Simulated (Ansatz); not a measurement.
SnO2: alloy series

Consider SnO2 in the rutile structure (space group P4_2/mnm, No. 136; a = 4.8275 Å, c = 3.2382 Å).

The other end (x = 1) is SiO₂ in the rutile structure (space group P4_2/mnm, No. 136): 8.05 Å³/atom, gap 5.04 eV.

Si replaces a fraction x of Sn; each row is one arrangement (x, atoms in the cell, starting space group or random), fully relaxed.

Method: PBE (Ansatz, a first-principles code; PAW; 420 eV plane waves; scalar-relativistic without spin-orbit coupling).

Notes on the quantities. band gap: an upper bound: an edge found on the path is not a true extremum; the base alone; deviation of the volume from the linear: Vegard-type) interpolation.

```json
[
 {"change": "base", "band gap": "0.68 eV", "mixing energy": "–", "deviation of the volume from the linear": "–", "shortest interatomic distance": "208.9 pm"},
 {"change": "x(Si) = 0.25, 12 atoms, C2/m", "band gap": "1.07 eV", "mixing energy": "+74 meV/atom", "deviation of the volume from the linear": "-1.1 %", "shortest interatomic distance": "182.3 pm"},
 {"change": "x(Si) = 0.25, 12 atoms, Cmmm", "band gap": "1.01 eV", "mixing energy": "+74 meV/atom", "deviation of the volume from the linear": "-1.0 %", "shortest interatomic distance": "183.4 pm"},
 {"change": "x(Si) = 0.5, 12 atoms, P2_1/c", "band gap": "1.87 eV", "mixing energy": "+95 meV/atom", "deviation of the volume from the linear": "-1.8 %", "shortest interatomic distance": "175.1 pm"},
 {"change": "x(Si) = 0.5, 12 atoms, Pmmm", "band gap": "1.47 eV", "mixing energy": "+0.242 eV/atom", "deviation of the volume from the linear": "+1.0 %", "shortest interatomic distance": "180.2 pm"},
 {"change": "x(Si) = 0.5, 12 atoms, Pmn2_1", "band gap": "1.75 eV", "mixing energy": "+144 meV/atom", "deviation of the volume from the linear": "-0.9 %", "shortest interatomic distance": "178.5 pm"},
 {"change": "x(Si) = 0.75, 12 atoms, C2/m", "band gap": "3.09 eV", "mixing energy": "+96 meV/atom", "deviation of the volume from the linear": "-1.3 %", "shortest interatomic distance": "177.2 pm"},
 {"change": "x(Si) = 0.75, 12 atoms, Cmmm", "band gap": "3.10 eV", "mixing energy": "+109 meV/atom", "deviation of the volume from the linear": "-0.9 %", "shortest interatomic distance": "177.3 pm"}
]
```

Each cell is one ordered arrangement of few atoms, which overstates ordering effects compared with a random alloy. Gaps are Kohn–Sham eigenvalue differences; semilocal functionals usually give less than the measured gap. Whether these cells are dynamically stable was not tested.
